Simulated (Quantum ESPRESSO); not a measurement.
Quantum ESPRESSO is run on ZrP2 (P1, 12 atoms in the cell), and the run fails. The aim is a self-consistent single point with DFT, LDA (PW92), plane waves, PseudoDojo standard norm-conserving (LDA) pseudopotentials.

The input file:

```fortran
&CONTROL
  calculation = 'scf',
  prefix = 'scf',
  outdir = './tmp',
  pseudo_dir = './',
  tprnfor = .true.,
  tstress = .true.,
/
&SYSTEM
  ibrav = 0,
  nat = 12,
  ntyp = 2,
  ecutwfc = 70,
  occupations = 'smearing',
  smearing = 'marzari-vanderbilt',
  degauss = 0.0073499,
/
&ELECTRONS
  conv_thr = 1.0d-10,
  mixing_beta = 0.7,
/
ATOMIC_SPECIES
Zr    91.2240  Zr.upf
P     30.9738  P.upf
ATOMIC_POSITIONS {crystal}
Zr    0.2820320000    0.2441880000    0.8437530000
Zr    0.7199630000    0.7445900000    0.1612770000
Zr    0.2167170000    0.7617120000    0.3316620000
Zr    0.7916060000    0.2627930000    0.6685140000
P     0.9138650000    0.2671840000    0.3573320000
P     0.1008320000    0.7466110000    0.6404220000
P     0.5951070000    0.7514010000    0.8584680000
P     0.3947010000    0.2723580000    0.1455220000
P     0.6021520000    0.7311020000    0.4606890000
P     0.3839270000    0.2283010000    0.5372410000
P     0.8881520000    0.2551530000    0.9629270000
P1     0.1109460000    0.7346070000    0.0321950000
K_POINTS {automatic}
3 5 2  1 1 1
CELL_PARAMETERS {bohr}
  12.3321826140     0.0000000000     0.0000000000
   0.0000000000     6.6624562195     0.0000000000
   0.0000000000     0.0000000000    16.6074423065
```

The program printed (abridged):

```
     This program is part of the open-source Quantum ESPRESSO suite
     for quantum simulation of materials; please cite

 %%%%%%%%%%%%%%%%%%%%%%%%%%%%%%%%%%%%%%%%%%%%%%%%%%%%%%%%%%%%%%%%%%%%%%%%%%%%%%
     Error in routine read_cards (12):
     species P1 in ATOMIC_POSITIONS is nonexistent
 %%%%%%%%%%%%%%%%%%%%%%%%%%%%%%%%%%%%%%%%%%%%%%%%%%%%%%%%%%%%%%%%%%%%%%%%%%%%%%

     stopping ...
```

Q: From the messages shown, name the fault and mend the input.

A: The fault is an atom label that is not in the list of species. Labels in the positions must match the species card. To fix it, correct the label. The program stopped before any SCF iteration.

An input that runs soundly differs in these lines (not the only fix; some lines may just follow from the change or write a value another way):
```diff
-P1     0.1109460000    0.7346070000    0.0321950000
+P     0.1109460000    0.7346070000    0.0321950000
```

With that input, the run converged in 20 iterations: free energy E − TS -7043.6248 eV; Fermi level (on the code's own zero) 12.63 eV; pressure -6.36 GPa; largest force (vector length) 1.442 eV/Å (DFT, LDA (PW92), plane waves, PseudoDojo standard norm-conserving (LDA) pseudopotentials).

On the sound input: the starting cell comes from a database of computed structures (which also holds hypothetical and non-ambient phases and stackings), without a prior relaxation at this level. Its atoms were displaced at random from the sites of space group no. 62. With a pressure of about -6 GPa the cell is away from its equilibrium volume at this level. Forces in this geometry exceed 1 eV/Å. Without a gap this mesh is coarse (it stands for a supercell whose shortest vector is 18 Å).
